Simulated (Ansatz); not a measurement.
The starting structures come from a database of crystals and need not be the phases stable at ambient conditions.

Inside the gap of an insulator the Bloch states are evanescent, with a wavenumber k + iκ along the transport direction.

Data:

```
TiZn2O4
1.0
    6.07598     0.00000     0.00000
    0.00000     6.07598     0.00000
    0.00000     0.00000     8.51564
Ti Zn O
4 8 16
Direct
  0.50000   0.76072   0.00000
  0.23928   0.50000   0.25000
  0.50000   0.23928   0.50000
  0.76072   0.50000   0.75000
  0.74724   0.74724   0.37500
  0.25276   0.74724   0.62500
  0.25276   0.25276   0.87500
  0.74724   0.25276   0.12500
  0.00000   0.75511   0.00000
  0.24489   0.00000   0.25000
  0.00000   0.24489   0.50000
  0.75511   0.00000   0.75000
  0.02614   0.26572   0.24933
  0.73428   0.02614   0.49933
  0.97386   0.73428   0.74933
  0.26572   0.97386   0.99933
  0.02614   0.73428   0.25067
  0.73428   0.97386   0.00067
  0.97386   0.26572   0.75067
  0.26572   0.02614   0.50067
  0.48578   0.73367   0.23197
  0.26633   0.48578   0.48197
  0.51422   0.26633   0.73197
  0.73367   0.51422   0.98197
  0.48578   0.26633   0.26803
  0.26633   0.51422   0.01803
  0.51422   0.73367   0.76803
  0.73367   0.48578   0.51803
```

Space group of this cell: P4_122. The cell is taken as given; by r2SCAN its mean pressure is -7.1 GPa.

Transport runs along the normal of the first two printed cell vectors, the (001) plane of the conventional cell.

No gap correction and no spin-orbit coupling; mid-gap values are interpolated between computed energies.

Task: Give the band gap and the smallest decay constant κ at mid-gap that r2SCAN (Ansatz, a program for electronic structure) yields.

Result: Gap 2.76 eV on a 6×6×4 mesh; κ = 0.315 1/Å, at the zone centre.
